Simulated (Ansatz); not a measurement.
TiC, response to strain

Base system: TiC in the rock salt structure (space group Fm-3m, No. 225; relaxed with 0.1 eV smearing).

```yaml
crystal:
  lattice:
    - [0.00000, 2.16392, 2.16392]
    - [2.16392, 0.00000, 2.16392]
    - [2.16392, 2.16392, 0.00000]
  atoms:
    - { symbol: Ti, position: [0.00000, 0.00000, 0.00000] }
    - { symbol: C, position: [0.50000, 0.50000, 0.50000] }
```

Cartesian axes are those of the cell as printed.

Strains are applied to the cell and any free atomic positions relax.

Calculations: Ansatz (a program for electronic structure), r2SCAN, PAW, cutoff 500 eV, without spin-orbit coupling.

Notes on the quantities. energy relative to the base: free energy F; pressure: mean of the normal stresses, compression positive.

```json
[
 {"case": "base", "energy relative to the base": "0 meV/atom", "pressure": "0.0 GPa", "volume per atom": "10.13 Å³"},
 {"case": "uniaxial strain ε_zz = +0.50 %", "energy relative to the base": "+0.4 meV/atom", "pressure": "-1.3 GPa", "volume per atom": "10.18 Å³"},
 {"case": "uniaxial strain ε_zz = +1.00 %", "energy relative to the base": "+1.6 meV/atom", "pressure": "-2.5 GPa", "volume per atom": "10.23 Å³"},
 {"case": "uniaxial strain ε_zz = +1.50 %", "energy relative to the base": "+3.6 meV/atom", "pressure": "-3.7 GPa", "volume per atom": "10.28 Å³"},
 {"case": "uniaxial strain ε_zz = +2.00 %", "energy relative to the base": "+6.2 meV/atom", "pressure": "-4.8 GPa", "volume per atom": "10.34 Å³"},
 {"case": "uniaxial strain ε_zz = +2.50 %", "energy relative to the base": "+9.5 meV/atom", "pressure": "-5.9 GPa", "volume per atom": "10.39 Å³"},
 {"case": "uniaxial strain ε_zz = +3.00 %", "energy relative to the base": "+13 meV/atom", "pressure": "-6.9 GPa", "volume per atom": "10.44 Å³"}
]
```

No phonon test of stability was made. The final runs are not spin-polarised.
